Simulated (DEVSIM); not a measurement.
Device: Si p-n junction from an implanted or diffused profile, at 350 K.

```
layer (left to right)  material  thickness (μm)  Nd (cm⁻³)   τn (s)   τp (s)
---------------------  --------  --------------  ---------  -------  -------
1                            Si            17.0     1.5e16  0.00021  0.00021
```

Added acceptor profile: 1e19 cm⁻³ × exp(−(x − 0 μm)²/(2·(0.11 μm)²)). Left contact: ohmic. Right contact: ohmic. Voltage is applied to the left contact. Recombination: SRH at mid-gap. Mobility is μmin + (μ − μmin)/(1 + (N/Nref)^α).

The device is made up for the run: typed textbook-type constants, with dimensions and the other settings drawn at random. Values at 300 K; Nc and Nv go as T^1.5, mobilities as T to minus their exponent, the gap by Varshni's rule with the affinity fixed.

```
parameter               Si
----------------  --------
gap (eV)             1.124
affinity (eV)         4.05
permittivity          11.7
Nc (cm⁻³)          2.86e19
Nv (cm⁻³)           3.1e19
μn (cm²/Vs)           1417
μp (cm²/Vs)            470
μn,min                  52
μp,min                  45
Nref,n              9.7e16
Nref,p              2.2e17
αn                    0.68
αp                    0.72
T exponent of μn       2.3
T exponent of μp       2.2
Varshni α (eV/K)  0.000473
Varshni β (K)          636
```

Model (solved in DEVSIM): 1D drift-diffusion, Boltzmann statistics, complete ionisation; no tunnelling, impact ionisation, image-force lowering or self-heating.

### Question
Tabulate band edges, carrier densities and field at 0.9 V on the left contact.

### Answer
Energies count from the Fermi level of the right contact; mesh points crowd at the junctions.

| x (μm) | Ec (eV) | Ev (eV) | n (cm⁻³) | p (cm⁻³) | field (V/cm) |
|---|---|---|---|---|---|
| 0.000 | 0.170 | -0.941 | 14000 | 1.0e19 | -24 |
| 0.02021 | 0.169 | -0.942 | 3.0e15 | 9.8e18 | -490 |
| 0.04906 | 0.167 | -0.944 | 7.5e15 | 9.0e18 | -1200 |
| 0.09317 | 0.159 | -0.952 | 1.7e16 | 7.0e18 | -2300 |
| 0.1782 | 0.131 | -0.980 | 6.0e16 | 2.7e18 | -4200 |
| 0.2530 | 0.097 | -1.014 | 1.9e17 | 8.9e17 | -4100 |
| 0.3278 | 0.078 | -1.032 | 3.6e17 | 4.7e17 | -1100 |
| 0.4268 | 0.074 | -1.036 | 4.2e17 | 4.1e17 | -42 |
| 0.4994 | 0.074 | -1.036 | 4.2e17 | 4.0e17 | 23 |
| 0.6118 | 0.075 | -1.036 | 4.1e17 | 4.0e17 | 29 |
| 0.8645 | 0.075 | -1.035 | 4.1e17 | 3.9e17 | 29 |
| 1.654 | 0.078 | -1.033 | 3.9e17 | 3.8e17 | 30 |
| 3.004 | 0.082 | -1.029 | 3.6e17 | 3.5e17 | 33 |
| 5.801 | 0.092 | -1.018 | 3.0e17 | 2.8e17 | 40 |
| 12.00 | 0.127 | -0.984 | 1.5e17 | 1.4e17 | 81 |
| 14.51 | 0.153 | -0.957 | 9.0e16 | 7.5e16 | 140 |
| 15.77 | 0.176 | -0.935 | 5.7e16 | 4.2e16 | 240 |
| 16.42 | 0.196 | -0.915 | 3.7e16 | 2.2e16 | 390 |
| 16.79 | 0.214 | -0.896 | 2.5e16 | 9.8e15 | 680 |
| 16.91 | 0.224 | -0.887 | 2.0e16 | 4.9e15 | 970 |
| 16.96 | 0.230 | -0.880 | 1.7e16 | 2.0e15 | 1200 |
| 17.00 | 0.235 | -0.876 | 1.5e16 | 9500000 | 1300 |
